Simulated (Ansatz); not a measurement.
CsCl-type NiAl was calculated with r²SCAN0 (Ansatz, an electronic-structure program, PAW).

Settings: plane-wave cutoff 520 eV, 10×10×10 k mesh, Fermi–Dirac smearing 0.05 eV, no spin polarisation, scalar-relativistic PAW data made under PBE.

The volume scan:

| V (Å³/atom) | E − E_lowest (meV/atom) | P (GPa) |
|---|---|---|
| 10.908 | 19.51 | 11.01 |
| 11.195 | 4.98 | 5.31 |
| 11.482 | 0.00 | 0.32 |
| 11.775 | 3.58 | -4.15 |
| 12.056 | 14.17 | -7.89 |

Estimate the bulk modulus from the pressures at 11.195 and 11.775 Å³/atom, and compare it with a fit to all energies.

B = −V dP/dV. Between V = 11.195 and 11.775 Å³/atom, dP/dV = (-4.15 − (5.31))/(11.775 − 11.195) = -16.3 GPa per Å³/atom; at the midpoint 11.485 Å³/atom this gives B ≈ 187 GPa. The third-order Birch–Murnaghan fit gives V0 = 11.502 Å³/atom, B0 = 185 GPa, B′ = 4.3, which lies 1 % below that estimate.

Measured, for comparison: bulk modulus 156 GPa (room temperature, no zero-point or thermal correction; as tabulated in Yamada et al. (2019), arXiv:1910.09660); equilibrium volume per atom 11.97 Å³/atom (extrapolated to 0 K, zero-point anharmonic expansion removed (Haas, Tran, Blaha 2009); as tabulated in Levämäki et al. (2014), arXiv:1402.3671). Computed (rounded) less measured: bulk modulus +19 %, equilibrium volume per atom -3.9 %.

Note: the run has no spin polarisation, so it can have missed a magnetic state.

The computed numbers hold no vibrational or temperature effects.
